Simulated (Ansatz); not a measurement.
Start from CuI in the zinc blende structure (space group F-43m, No. 216; a = 6.079 Å).

Method: PBE (Ansatz, a program for electronic structure), no spin-orbit coupling.

Base values:

The pressure comes out as 0.00 GPa and the valley order is Γ 1.10 eV; L along ⟨111⟩ 2.13 eV.

One thing is altered: every lattice vector is stretched by 3.38 %; the atoms relax in the strained cell.

What does the calculation give for the pressure after the change?

The pressure goes from zero to -2.99 GPa.

What happens to the valley order?

The valley order (the lowest conduction-band minima on the path, energy above the VBM, named in the base's zone) goes from Γ 1.10 eV; L along ⟨111⟩ 2.13 eV to Γ 0.87 eV; L along ⟨111⟩ 2.05 eV.

Estimate the effect on the energy relative to the base.

The energy increases by 30 meV/atom.

What does the calculation give for the mean gap deformation potential ΔEg/Δln V after the change?

The mean gap deformation potential ΔEg/Δln V is -2.3 eV.

Spin-orbit coupling, missing from the scalar runs, can matter with I. Stability against distortions was not tested. All final runs are without spin polarisation.
